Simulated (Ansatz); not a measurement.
Structures of equal composition on the (110) surface of bcc Mo: a layer of Cr in place of the second plane; a layer of Cr in place of the third plane. The slabs share one bottom face, and each structure is named by its start. These are constructed structures in small cells; real faces may alloy, dewet or reconstruct in larger ones, and not all known structures of the face are among them. Slabs of about 11 Å, Fermi-Dirac smearing of 0.1 eV. Bottom of the slabs: a bare face, its two planes held. Relaxed from the named starts with such symmetry as they have, on meshes of like density; energies extrapolated to zero smearing; spin only where a row says so; no spin-orbit coupling, no U. Brackets mark spin-polarised runs, whose order is one that fits the cell.

The numbers are results of PBE (plane waves to 420 eV, PAW; Ansatz, a program for electronic structure), not measurements.

Put the candidates in order of energy per 1x1 cell, lowest first, for PBE.

a layer of Cr in place of the second plane (0.000 eV [spin start, no net moment]), a layer of Cr in place of the third plane (0.077 eV [spin start, no net moment])
